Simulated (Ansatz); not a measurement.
The reference is HfSi$_{2}$ (space group Cmcm, No. 63; a = 3.6828 Å, b = 14.5980 Å, c = 3.6582 Å).

All numbers come from PBE, PAW, 420 eV (Ansatz, a program for electronic structure; no spin-orbit coupling).

Before the change:

The band gap comes out as zero and the volume per atom is 16.39 Å³.

The change: full substitution Hf → Zr; the structure is relaxed again.

Tabulated Pauling electronegativity and covalent radius: Hf 1.30, 1.75 Å; Zr 1.33, 1.75 Å.

Q: How does this affect the band gap and volume per atom?

A: The band gap stays zero; the volume per atom increases by 0.41 Å³, from 16.39 Å³ to 16.80 Å³.

Stability against distortions was not tested. All final runs are without spin polarisation.
